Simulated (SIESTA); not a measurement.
Convergence study of the k-point mesh at a smearing width of 0.3 eV for Ag (Fm-3m, 1 atom in the cell)

```xyz
1
Lattice="0.0000 2.0552 2.0552 2.0552 0.0000 2.0552 2.0552 2.0552 0.0000" Properties=species:S:1:pos:R:3 pbc="T T T"
Ag     0.0000     0.0000     0.0000
```

Method: GGA PBE, numerical atomic orbitals DZP, PseudoDojo PBE standard norm-conserving potentials (rewritten from UPF to PSML) (SIESTA).

Base settings: XC.functional = GGA; XC.authors = PBE; potentials = PseudoDojo PBE standard; PAO.BasisSize = DZP; PAO.EnergyShift = 0.005 Ry; MeshCutoff = 400 Ry; kgrid.MonkhorstPack = 6 6 6; OccupationFunction = FD; ElectronicTemperature = 0.1 eV; MaxSCFIterations = 150.

In this ladder: ElectronicTemperature = 0.3 eV.

Only quantities that move along the ladder and can be compared are tabulated.

Core times come from one kind of shared machine, to one figure; runs under 30 s give none.

The starting cell has typed, rounded lattice constants, without a prior relaxation at this level. Its lattice was rescaled by up to half a per cent. Values carry the incompleteness of an atom-centred basis. Without a gap this mesh is coarse (it stands for a supercell whose shortest vector is 17 Å).

Steps (kgrid.MonkhorstPack): 5 5 5; 6 6 6; 7 7 7; 9 9 9; 12 12 12; 15 15 15; 18 18 18; 22 22 22; 27 27 27; 33 33 33.

Q: What is the coarsest kgrid.MonkhorstPack that holds the pressure within 0.5 GPa of the last step, with all finer ones?

A: 7 7 7; the step before is off by 0.68 GPa.

Q: What is the coarsest kgrid.MonkhorstPack that holds the free energy within 0.5 meV/atom of the last step, with all finer ones?

A: 15 15 15; the step before is off by 0.74 meV/atom.

```tsv
kgrid.MonkhorstPack	free energy less the last step's (meV/atom)	pressure (GPa)	core time / last (rough)
5 5 5	-101.47	-0.04	–
6 6 6	44.33	1.70	–
7 7 7	-29.10	0.62	–
9 9 9	-7.14	0.85	–
12 12 12	0.74	1.07	–
15 15 15	0.31	1.01	–
18 18 18	-0.20	1.02	–
22 22 22	-0.06	1.02	0.4
27 27 27	0.00	1.02	0.5
33 33 33	0.00	1.02	1
```
